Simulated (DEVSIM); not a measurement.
**GaAs p-n junction from an implanted or diffused profile**

Structure: GaAs p-n junction from an implanted or diffused profile, at 300 K.

| layer (left to right) | material | thickness (μm) | Nd (cm⁻³) | τn (s) | τp (s) |
|---|---|---|---|---|---|
| 1 | GaAs | 12.0 | 5.1e14 | 2.7e-9 | 2.7e-9 |

Added acceptor profile: 7.8e17 cm⁻³ × exp(−(x − 0 μm)²/(2·(0.084 μm)²)). Left contact: ohmic. Right contact: ohmic. Voltage is applied to the left contact. Recombination: SRH at mid-gap, radiative. Mobility is μmin + (μ − μmin)/(1 + (N/Nref)^α).

The device is made up for the run: typed textbook-type constants, with dimensions and the other settings drawn at random. Values at 300 K.

| parameter | GaAs |
|---|---|
| gap (eV) | 1.424 |
| affinity (eV) | 4.07 |
| permittivity | 12.9 |
| Nc (cm⁻³) | 4.7e17 |
| Nv (cm⁻³) | 9e18 |
| μn (cm²/Vs) | 8500 |
| μp (cm²/Vs) | 400 |
| μn,min | 500 |
| μp,min | 20 |
| Nref,n | 6e16 |
| Nref,p | 1.5e17 |
| αn | 0.39 |
| αp | 0.38 |
| B (cm³/s) | 2e-10 |

DEVSIM, 1D drift-diffusion, Boltzmann statistics, complete ionisation; no tunnelling, impact ionisation, image-force lowering or self-heating.

```
Property                                        Result
---------------------------------------------  -------
Potential step across the device at zero bias  1.184 V
Dark forward voltage at 1 A/cm²                0.952 V
Dark forward voltage at 100 A/cm²              1.200 V
```

Small-signal capacitance in reverse bias (quasi-static):

```
V (V)  C (nF/cm²)
-----  ----------
-0.2         6.08
-0.5         5.45
-1           4.74
-1.5         4.25
-2           3.88
-3           3.37
-4           3.02
-5           2.76
-6.5         2.47
-8           2.26
-10          2.04
```

Dark forward current:

| V (V) | J (A/cm²) |
|---|---|
| 0.05 | 1.2e-9 |
| 0.15 | 1.3e-8 |
| 0.25 | 9.7e-8 |
| 0.30 | 2.7e-7 |
| 0.40 | 2.0e-6 |
| 0.50 | 1.5e-5 |
| 0.60 | 0.00012 |
| 0.70 | 0.0011 |
| 0.75 | 0.0035 |
| 0.85 | 0.048 |
| 0.95 | 0.94 |
| 1.05 | 11 |
| 1.10 | 26 |
| 1.20 | 100 |
| 1.30 | 260 |
| 1.40 | 520 |
| 1.50 | 870 |
| 1.55 | 1100 |
| 1.65 | 1500 |
| 1.75 | 2000 |
